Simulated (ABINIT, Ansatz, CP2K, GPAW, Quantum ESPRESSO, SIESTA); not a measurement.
# PbTe (Fm-3m, 2 atoms in the cell) computed with different codes at matched settings

Relaxation of cell and atoms.

```xyz
2
Lattice="0.0000 3.1887 3.1887 3.1887 0.0000 3.1887 3.1887 3.1887 0.0000" Properties=species:S:1:pos:R:3 pbc="T T T"
Te     3.1887     3.1887     3.1887
Pb     0.0000     0.0000     0.0000
```

Shared settings, as Ansatz (an electronic-structure program) writes them: kpoints.mp_grid.grid = 5 5 5; scf.occupations.method = fermi_dirac; scf.occupations.width = 0.01 eV. Potentials and cutoffs stand in the table.

```
code                                                                                                                                model  final volume (Å³/atom)       cutoff
----------------  -----------------------------------------------------------------------------------------------------------------------  ----------------------  -----------
ABINIT                                                                                                        PBE, PAW (JTH v2.0 PBE PAW)                   35.41        20 Ha
Ansatz                                                                                                                     PBE, PAW files                   35.44      default
GPAW                                                                                         PBE, GPAW PAW datasets PBE (gpaw-data 1.0.1)                   35.17       550 eV
SIESTA            GGA PBE, numerical atomic orbitals DZP, PseudoDojo PBE standard norm-conserving potentials (rewritten from UPF to PSML)                   35.79  grid 300 Ry
CP2K                                                              PBE, GPW, TZVP-MOLOPT-SR-GTH basis, GTH-PBE potentials (GTH_POTENTIALS)                   35.43  grid 400 Ry
Quantum ESPRESSO                                                                          PBE, PSlibrary ultrasoft (PBE) pseudopotentials                   35.17        55 Ry
```

On Ansatz's run: spin-orbit coupling is off.

The spread over the programs that give each value: final volume within 0.62 Å³/atom.

SIESTA and CP2K use small atom-centred bases, whose incompleteness enters pressures, forces and empty levels differently from a plane-wave cutoff. The programs treat the finite-basis stress differently while the cell relaxes: Ansatz adds an estimate of it, ABINIT smooths its cutoff (ecutsm).

This mesh misses zone-boundary points where a band edge of such crystals can lie, so no gaps are given.

The starting cell has typed, rounded lattice constants, without a prior relaxation at this level. Its lattice was rescaled by a random factor within 2.5 % of one.

Keys are those of Ansatz 0.2.
